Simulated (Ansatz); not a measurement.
Take AlN in the wurtzite structure (space group P6_3mc, No. 186; a = 3.107 Å, c = 4.978 Å) as the base.

Method: r2SCAN, PAW, 500 eV (Ansatz, a quantum-chemistry and plane-wave program; no spin-orbit coupling), earlier PAW set.

For the base:

| Property | Value |
|---|---|
| Valence-band top at Γ | 0.00, -0.22, -0.22 eV |
| Width of the top valence band | 2.41 eV |
| Density | 3.27 g/cm³ |

Now apply this change: cell and atoms relaxed at a pressure of 0.9 GPa.

What does the calculation give for the valence-band top at Γ after the change?

The valence-band top at Γ (three highest levels, from the VBM) goes from 0.00, -0.22, -0.22 eV to 0.00, -0.23, -0.23 eV.

Predict the new width of the top valence band.

The width of the top valence band stays essentially unchanged (2.41 eV against 2.42 eV).

How does this affect the density?

The density grows by 0.014 g/cm³, from 3.27 g/cm³ to 3.29 g/cm³.

The levels and masses belong to the bands next to the band gap. Load acts through the strain it causes; cell and atoms are relaxed under it. No phonon test of stability was made.
